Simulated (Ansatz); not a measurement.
## hypothetical P6_3/mmc HgI2 with two functionals, I → Te

The parent structure is HgI2 in the 2H-MoS2 type structure (space group P6_3/mmc, No. 194; a = 4.166 Å, c = 14.183 Å; a hypothetical phase, not in the database extracts checked).

(Cell as relaxed with PBE-D3(BJ).)

Levels (all Ansatz, a quantum-chemistry and plane-wave program, PAW, earlier PAW set): PBE-D3(BJ) (420 eV, no spin-orbit coupling); PBEsol-D3(BJ) (420 eV, no spin-orbit coupling).

Each level relaxes its own structure.

```csv
base,PBE-D3(BJ),PBEsol-D3(BJ)
volume per atom,35.53 Å³,32.44 Å³
lattice parameter a,4.166 Å,4.071 Å
band gap,0.34 eV,zero
```

Perturbation: Te takes the place of I on all its sites, then cell and atoms are relaxed.

| quantity | PBE-D3(BJ) | PBEsol-D3(BJ) |
|---|---|---|
| c/a ratio | 3.012 | 3.037 |
| lattice parameter a | 4.029 Å | 3.940 Å |

PBE-D3(BJ)'s c/a ratio lies 0.0255 below PBEsol-D3(BJ)'s; PBE-D3(BJ)'s lattice parameter a lies 0.089 Å above PBEsol-D3(BJ)'s (2.3 %). Neither level is exact; PBEsol-D3(BJ) is the comparison here, not a measurement.

Spin-orbit coupling, missing from the scalar runs, can matter with Hg and I. Stability against distortions was not tested. As relaxed here, HgTe2 is a hypothetical phase, not in the database extracts checked. The final runs are not spin-polarised. A zero or small gap of HgI2 can be the functional's error rather than a property of the material.
